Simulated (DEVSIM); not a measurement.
Device: Ti/SiO2/p-GaAs capacitor, at 400 K.

```
layer (left to right)  material  thickness (nm)  Na (cm⁻³)
---------------------  --------  --------------  ---------
1                          SiO2            7.30          -
2                          GaAs             530     1.5e18
```

Metal gate on the left, work function 4.33 eV. Fixed charge at the semiconductor interface 0 cm⁻² (in units of +e); interface traps 1.8e10 cm⁻² eV⁻¹, uniform in energy, neutral level at 0.7 of the gap above the valence band.

This is a model device: material constants are rounded textbook-type values typed into the input, and sizes, dopings and lifetimes were drawn at random. Values at 300 K; Nc and Nv go as T^1.5, mobilities as T to minus their exponent, the gap by Varshni's rule with the affinity fixed.

```csv
parameter,SiO2,GaAs
gap (eV),9,1.424
affinity (eV),0.9,4.07
permittivity,3.9,12.9
Nc (cm⁻³),-,4.7e17
Nv (cm⁻³),-,9e18
Varshni α (eV/K),-,0.000541
Varshni β (K),-,204
```

Model (solved in DEVSIM): 1D Poisson equation in equilibrium, Boltzmann statistics, complete ionisation; no quantum confinement or tunnelling. Metal contacts follow the ideal Schottky-Mott rule: no Fermi-level pinning, no interface dipoles.

Tabulate band edges, carrier densities and field at 0.6 V on the gate.

Energies count from the Fermi level of the right contact; mesh points crowd at the junctions.

| x (μm) | Ec (eV) | Ev (eV) | n (cm⁻³) | p (cm⁻³) | field (V/cm) |
|---|---|---|---|---|---|
| 0.000 | 2.830 | -6.170 | < 1e2 | < 1e2 | 1500000 |
| 0.0008808 | 2.963 | -6.037 | < 1e2 | < 1e2 | 1500000 |
| 0.002302 | 3.179 | -5.821 | < 1e2 | < 1e2 | 1500000 |
| 0.004231 | 3.472 | -5.528 | < 1e2 | < 1e2 | 1500000 |
| 0.006321 | 3.788 | -5.212 | < 1e2 | < 1e2 | 1500000 |
| 0.007235 | 3.927 | -5.073 | < 1e2 | < 1e2 | 1500000 |
| 0.008134 | 0.803 | -0.574 | 5.5e7 | 8.1e11 | 440000 |
| 0.01078 | 0.913 | -0.465 | 2300000 | 1.9e13 | 390000 |
| 0.01467 | 1.047 | -0.331 | 47000 | 9.5e14 | 300000 |
| 0.02181 | 1.210 | -0.167 | 410 | 1.1e17 | 160000 |
| 0.03589 | 1.296 | -0.081 | < 1e2 | 1.3e18 | 10000 |
| 0.07302 | 1.301 | -0.077 | < 1e2 | 1.5e18 | ≈ 0 |
| 0.1331 | 1.301 | -0.077 | < 1e2 | 1.5e18 | ≈ 0 |
| 0.2393 | 1.301 | -0.077 | < 1e2 | 1.5e18 | ≈ 0 |
| 0.4029 | 1.301 | -0.077 | < 1e2 | 1.5e18 | ≈ 0 |
| 0.4671 | 1.301 | -0.077 | < 1e2 | 1.5e18 | ≈ 0 |
| 0.4996 | 1.301 | -0.077 | < 1e2 | 1.5e18 | ≈ 0 |
| 0.5173 | 1.301 | -0.077 | < 1e2 | 1.5e18 | ≈ 0 |
| 0.5294 | 1.301 | -0.077 | < 1e2 | 1.5e18 | ≈ 0 |
| 0.5335 | 1.301 | -0.077 | < 1e2 | 1.5e18 | ≈ 0 |
| 0.5359 | 1.301 | -0.077 | < 1e2 | 1.5e18 | ≈ 0 |
| 0.5373 | 1.301 | -0.077 | < 1e2 | 1.5e18 | ≈ 0 |
